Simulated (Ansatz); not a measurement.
**Ta, pressure series**

Start from Ta in the bcc (W type) structure (space group Im-3m, No. 229).

```xyz
1
Lattice="-1.6599 1.6599 1.6599 1.6599 -1.6599 1.6599 1.6599 1.6599 -1.6599" Properties=species:S:1:pos:R:3 pbc="T T T"
Ta     0.0000     0.0000     0.0000
```

Cell and atoms are relaxed at each pressure.

Method: plane-wave PAW DFT at the PBE level (Ansatz, a program for electronic structure, 420 eV), no SOC, earlier PAW set.

Notes on the quantities. enthalpy: H = E + PV relative to the base's energy.

```tsv
variant	density	enthalpy
base	16.43 g/cm³	–
pressure −2 GPa	16.26 g/cm³	-0.23 eV/atom
pressure −1 GPa	16.34 g/cm³	-0.11 eV/atom
pressure 1.8 GPa	…	+0.20 eV/atom
pressure 4.2 GPa	16.77 g/cm³	+0.47 eV/atom
pressure 9 GPa	17.14 g/cm³	+1.01 eV/atom
pressure 18 GPa	17.78 g/cm³	+1.97 eV/atom
pressure 30 GPa	18.56 g/cm³	+3.21 eV/atom
pressure 45 GPa	19.45 g/cm³	+4.69 eV/atom
pressure 60 GPa	20.26 g/cm³	+6.11 eV/atom
```

Problem. Fill in the withheld entries from the trend.

Solution. 
- pressure 1.8 GPa, density: 16.57 g/cm³

Load acts through the strain it causes; cell and atoms are relaxed under it. No phonon test of stability was made. Competing high-pressure phases were not computed. All final runs are without spin polarisation.
